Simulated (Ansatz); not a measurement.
Start from a 12-atom supercell of Mg$_{2}$Sn (space group Fm-3m, No. 225; a = 6.8161 Å) at its relaxed geometry.

The values are results of Kohn–Sham DFT with the PBE functional, run in Ansatz (a first-principles code) with PAW and 420 eV plane waves, without spin-orbit coupling, not measurements.

Before the change:

The pressure is 0.0 GPa.

The change: a neutral Sn interstitial (started 2.95 Å from the nearest host atom), atoms relaxed at fixed cell, starting from a slightly rattled geometry.

**Question.** Estimate the effect on the final site of the added atom, pressure and largest displacement of a host atom from its site in the perfect cell.

**Answer.** The final site of the added atom comes out as 8 Mg at 3.01 Å and 6 Sn at 3.41 Å; the pressure goes from zero to 3.5 GPa; the largest displacement of a host atom from its site in the perfect cell comes out as 0.06 Å.

In so small a cell the defect repeats every few ångströms: this is an ordered compound, not a dilute defect. Gaps under 0.05 eV, about the width of the smearing, are given as zero. The defect cell is not spin-polarised.
